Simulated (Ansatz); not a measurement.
The starting structures come from a database of crystals and need not be the phases stable at ambient conditions.

 Where the default PAW files enter, the runs use the earlier of Ansatz's two default sets.

The decay constant κ of evanescent states in the gap governs leakage through a thin film.

Here is the system:

```xyz
6
Lattice="5.3358 0.0000 0.0000 2.6679 7.3295 0.0000 2.6679 -0.9711 2.4849" Properties=species:S:1:pos:R:3 pbc="T T T"
Y      6.6698     0.9593     1.8071
Y      6.6698     5.3991     0.6778
S      4.0019     4.5903     0.3617
S      4.0019     1.7680     2.1232
F      0.0000     0.0000     0.0000
F      2.6679     0.0000     0.0000
```

Space group of this cell: P4/nmm. The cell is taken as given.

Transport runs along the normal of the first two printed cell vectors, the (111) plane of the conventional cell.

The gap is the functional's own. No spin-orbit coupling. Mid-gap values are interpolated on the energy grid.

**Question.** Estimate the band gap and the smallest decay constant κ at mid-gap that Ansatz (a program for electronic structure) with r2SCAN returns for this system.

**Answer.** Gap 1.76 eV on a 12×12×12 mesh; κ = 0.214 1/Å, at the zone centre.
